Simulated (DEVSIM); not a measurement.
System: abrupt GaP p-n junction, at 500 K.

Layer 1 from the left is GaP, thickness (μm) 21.0, Na (cm⁻³) 2.6e17, τn (s) 1.4e-6, τp (s) 1.4e-6. Layer 2 from the left is GaP, thickness (μm) 25.0, Nd (cm⁻³) 1.8e15, τn (s) 1.4e-6, τp (s) 1.4e-6.

Left contact: ohmic. Right contact: ohmic. Voltage is applied to the left contact. Recombination: SRH at mid-gap. Mobility is constant in doping.

This is a model device: material constants are rounded textbook-type values typed into the input, and sizes, dopings and lifetimes were drawn at random. Values at 300 K; Nc and Nv go as T^1.5, mobilities as T to minus their exponent, the gap by Varshni's rule with the affinity fixed.

GaP: gap (eV) 2.26, affinity (eV) 3.8, permittivity 11.1, Nc (cm⁻³) 1.8e19, Nv (cm⁻³) 1.9e19, μn (cm²/Vs) 250, μp (cm²/Vs) 150, T exponent of μn 1.6, T exponent of μp 1.98, Varshni α (eV/K) 0.00058, Varshni β (K) 372.

Simulated with DEVSIM: 1D drift-diffusion, Boltzmann statistics, complete ionisation; no tunnelling, impact ionisation, image-force lowering or self-heating.

Dark forward current:

```
|V| (V)  |J| (A/cm²)
-------  -----------
0.25        3.682e-9
0.50        8.391e-8
0.70        1.299e-6
0.75        2.864e-6
0.80        6.740e-6
0.85        1.699e-5
0.90        4.566e-5
0.95       0.0001293
1.00       0.0003809
1.05        0.001151
1.10        0.003528
1.15         0.01081
1.20         0.03230
1.25         0.09057
1.30          0.2296
1.35          0.5243
1.40           1.097
1.45           2.145
1.50           3.960
1.55           6.936
1.60           11.53
1.65           18.14
1.70           27.04
1.75           38.36
1.80           52.11
1.85           68.23
```

### Question
Work out the local ideality factor n = ΔV / (kT/q · ln(J2/J1)) between the rows 0.25 and 0.50 V, 1.05 and 1.10 V, 1.80 and 1.85 V.

### Answer
kT/q = 43.09 mV. From 0.25 to 0.50 V: ln(8.391e-8/3.682e-9) = 3.126, n = 1.86, near the 2 of recombination in the depletion region. From 1.05 to 1.10 V: ln(0.003528/0.001151) = 1.120, n = 1.04, near the 1 of diffusion or emission over a barrier. From 1.80 to 1.85 V: ln(68.23/52.11) = 0.270, n = 4.31.

### Question
Estimate the current at 1.05 V from the Shockley equation with J0 = Σ q ni² D/(N L) coth(W/L), τ joining the SRH, radiative and Auger lifetimes that are on, and W taken as the whole layer.

### Answer
ni² = 2.06e17 cm⁻⁶; electrons in the p layer: μ = 110 cm²/Vs, D = 4.76 cm²/s, τ = 1.40e-6 s, L = 25.8 μm, W/L = 0.81, term 3.49e-16 A/cm²; holes in the n layer: μ = 54.6 cm²/Vs, D = 2.35 cm²/s, τ = 1.40e-6 s, L = 18.1 μm, W/L = 1.4, term 2.70e-14 A/cm². J0 = 2.74e-14 A/cm², and J = J0 exp(qV/kT) = 0.00105 A/cm². The simulation gives 0.00115 A/cm²; the estimate lies 9.0 % below. The estimate leaves out recombination in the depletion region and that region's share of W.
